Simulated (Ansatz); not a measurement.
Consider GaSb in the zinc blende structure (space group F-43m, No. 216).

```
CELL_PARAMETERS angstrom
      0.00000     3.06677     3.06677
      3.06677     0.00000     3.06677
      3.06677     3.06677     0.00000
ATOMIC_POSITIONS crystal
  Sb 0.75000 0.75000 0.75000
  Ga 0.00000 0.00000 0.00000
```

Cartesian axes are those of the cell as printed.

Level of theory: Ansatz (a quantum-chemistry and plane-wave program) r2SCAN, no spin-orbit coupling, earlier PAW set.

One thing is altered: uniaxial strain ε_zz = −1.25 %, all other strain components held at zero; the atoms relax in the strained cell.

### Question
Predict the stress tensor and what it implies for the stiffness.

### Answer
Stress of the strained cell less that of the base (GPa, compression positive):
```
   0.48    0.00    0.00
   0.00    0.48    0.00
   0.00    0.00    1.09
```

Then −Δσ_ii/ε with ε = -0.0125 gives secant stiffness values (nonlinear terms included at this strain): C33 ≈ 88 GPa, C13 ≈ 39 GPa and C23 ≈ 39 GPa.

Whether these cells are dynamically stable was not tested.
